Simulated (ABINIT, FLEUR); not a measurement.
An ABINIT input for a self-consistent single point of KZnF3 (Pm-3m, 5 atoms in the cell) (DFT, PBE, plane waves, PAW (JTH v2.0 PBE PAW)):

```
# KZnF3, JTH v2.0 PBE PAW
pp_dirpath "./"
pseudos "K.GGA_PBE-JTH.xml, Zn.GGA_PBE-JTH.xml, F.GGA_PBE-JTH.xml"
acell 3*1.0 Angstrom
rprim
         3.9937050000    0.0000000000    0.0000000000
         0.0000000000    3.9937050000    0.0000000000
         0.0000000000    0.0000000000    3.9937050000
natom 5
ntypat 3
znucl 19 30 9
typat 1 2 3 3 3
xcart
         0.0000000000    0.0000000000    0.0000000000
         1.9968525000    1.9968525000    1.9968525000
         1.9968525000    0.0000000000    1.9968525000
         0.0000000000    1.9968525000    1.9968525000
         1.9968525000    1.9968525000    0.0000000000
      Angstrom
ecut 30 Ha
pawecutdg 60 Ha
pawxcdev 0
ixc 11
occopt 3
tsmear 0.00036749
nband 28
kptopt 1
ngkpt 4 4 4
nshiftk 1
shiftk 0 0 0
nstep 80
tolvrs 1.0e-10
prtwf 0
prtden 0
```

Problem. Translate this input to FLEUR.

Solution. One input that does it (others would too):

Input of the input generator:

```
KZnF3 crystal
&input film=f /
1.0000000000 0.0000000000 0.0000000000
0.0000000000 1.0000000000 0.0000000000
0.0000000000 0.0000000000 1.0000000000
7.5470086725
1.0 1.0 1.0

5
19 0.0000000000 0.0000000000 0.0000000000
30 0.5000000000 0.5000000000 0.5000000000
9 0.5000000000 0.0000000000 0.5000000000
9 0.0000000000 0.5000000000 0.5000000000
9 0.5000000000 0.5000000000 0.0000000000

&comp jspins=1 /
&kpt div1=4 div2=4 div3=4 gamma=t /
&end /
```

```xml
<?xml version="1.0" encoding="UTF-8" standalone="no"?>
<fleurInput fleurInputVersion="0.39">
   <comment>
      KZnF3 crystal                                                                                       
   </comment>
   <calculationSetup>
      <cutoffs Kmax="4.8" Gmax="19.2" GmaxXC="19.2" numbands="0"/>
      <scfLoop itmax="80" minDistance="0.00001" maxIterBroyd="99" imix="Anderson" alpha="0.05" precondParam="0.0" spinf="2.0"/>
      <coreElectrons ctail="T" frcor="F" kcrel="0" coretail_lmax="0"/>
      <xcFunctional name="pbe" relativisticCorrections="F"/>
      <magnetism jspins="1"/>
      <soc l_soc="F" theta="0.0" phi="0.0" spav="F"/>
      <expertModes spex="0" secvar="F"/>
      <geometryOptimization l_f="T" forcealpha="1.0" forcemix="BFGS" epsdisp="0.00001" epsforce="0.00001"/>
      <ldaU l_linMix="F" mixParam="0.05" spinf="1.0"/>
   </calculationSetup>
   <cell>
      <bzIntegration valenceElectrons="42.0" mode="hist" fermiSmearingEnergy="0.00036749">
         <kPointListSelection listName="default-1"/>
         <!-- k-points included here -->
         <xi:include xmlns:xi="http://www.w3.org/2001/XInclude" href="kpts.xml"> </xi:include>
      </bzIntegration>
      <!-- symmetry operations included here -->
      <xi:include xmlns:xi="http://www.w3.org/2001/XInclude" href="sym.xml"> </xi:include>
      <bulkLattice scale="1.0">
         <bravaisMatrix>
            <row-1>    7.5470086724999996     0.0000000000000000     0.0000000000000000</row-1>
            <row-2>    0.0000000000000000     7.5470086724999996     0.0000000000000000</row-2>
            <row-3>    0.0000000000000000     0.0000000000000000     7.5470086724999996</row-3>
         </bravaisMatrix>
      </bulkLattice>
   </cell>
   <atomSpecies>
      <species name="Potassium (K)" element="K" atomicNumber="19">
         <mtSphere radius="2.63" gridPoints="925" logIncrement="0.013"/>
         <atomicCutoffs lmax="10" lnonsphr="8"/>
         <electronConfig flipSpins="F">
            <coreConfig>(1s1/2) (2s1/2) (2p1/2) (2p3/2)</coreConfig>
            <valenceConfig>(3s1/2) (3p1/2) (3p3/2) (4s1/2)</valenceConfig>
            <stateOccupation state="(4s1/2)" spinUp="0.5" spinDown="0.5"/>
         </electronConfig>
         <energyParameters s="4" p="4" d="3" f="4"/>
         <lo type="SCLO" l="0" n="3" eDeriv="0"/>
         <lo type="SCLO" l="1" n="3" eDeriv="0"/>
      </species>
      <species name="Zinc (Zn)" element="Zn" atomicNumber="30">
         <mtSphere radius="2.20" gridPoints="777" logIncrement="0.016"/>
         <atomicCutoffs lmax="8" lnonsphr="6"/>
         <electronConfig flipSpins="F">
            <coreConfig>(1s1/2) (2s1/2) (2p1/2) (2p3/2) (3s1/2) (3p1/2) (3p3/2)</coreConfig>
            <valenceConfig>(4s1/2) (3d3/2) (3d5/2)</valenceConfig>
         </electronConfig>
         <energyParameters s="4" p="4" d="3" f="4"/>
         <lo type="HELO" l="2" n="4" eDeriv="0"/>
      </species>
      <species name="Fluorine (F)" element="F" atomicNumber="9">
         <mtSphere radius="1.25" gridPoints="441" logIncrement="0.024"/>
         <atomicCutoffs lmax="6" lnonsphr="4"/>
         <electronConfig flipSpins="F">
            <coreConfig>(1s1/2)</coreConfig>
            <valenceConfig>(2s1/2) (2p1/2) (2p3/2)</valenceConfig>
            <stateOccupation state="(2p1/2)" spinUp="0.8333333333333" spinDown="0.8333333333333"/>
            <stateOccupation state="(2p3/2)" spinUp="1.6666666666667" spinDown="1.6666666666667"/>
         </electronConfig>
         <energyParameters s="2" p="2" d="3" f="4"/>
      </species>
   </atomSpecies>
   <atomGroups>
      <atomGroup species="Potassium (K)">
         <relPos label="                   1">.0000000000 .0000000000 .0000000000</relPos>
         <force calculate="T" relaxXYZ="TTT"/>
      </atomGroup>
      <atomGroup species="Zinc (Zn)">
         <relPos label="                   2">1.000/2.000 1.000/2.000 1.000/2.000</relPos>
         <force calculate="T" relaxXYZ="TTT"/>
      </atomGroup>
      <atomGroup species="Fluorine (F)">
         <relPos label="                   3">1.000/2.000 .0000000000 1.000/2.000</relPos>
         <relPos label="                   4">.0000000000 1.000/2.000 1.000/2.000</relPos>
         <relPos label="                   5">1.000/2.000 1.000/2.000 .0000000000</relPos>
         <force calculate="T" relaxXYZ="TTT"/>
      </atomGroup>
   </atomGroups>
   <output dos="F" band="F" slice="F">
      <checks vchk="F" cdinf="F"/>
      <bandDOS minEnergy="-.5*Htr" maxEnergy="0.5*Htr" sigma="0.015" storeEVData="T"/>
      <vacuumDOS vacdos="F" integ="F" star="F" nstars="0" locx1="0.0" locy1="0.0" locx2="0.0" locy2="0.0" nstm="0" tworkf="0.0"/>
      <unfoldingBand unfoldBand="F" supercellX="1" supercellY="1" supercellZ="1"/>
      <plotting iplot="0" polar="F">
         <plot TwoD="T" vec1="  1.0  0.0  0.0" vec2="  0.0  1.0  0.0" vec3="  0.0  0.0  1.0" zero="  0.0  0.0  0.0" file="plot"/>
      </plotting>
      <chargeDensitySlicing numkpt="0" minEigenval="0.0" maxEigenval="0.0" nnne="0" pallst="F"/>
      <specialOutput eonly="F"/>
      <magneticCircularDichroism mcd="F" energyLo="-10.0" energyUp="0.0"/>
   </output>
  <!-- We include the file relax.xml here to enable relaxations (see documentation) -->
  <xi:include xmlns:xi="http://www.w3.org/2001/XInclude" href="relax.xml"> <xi:fallback/> </xi:include>
</fleurInput>
```

Basis settings and potentials, where a program has them, do not carry over. This input uses DFT, PBE, all-electron FLAPW (FLEUR), scalar-relativistic valence.

The starting cell has typed, rounded lattice constants, without a prior relaxation at this level. Its lattice was rescaled by a random factor within 2.5 % of one.
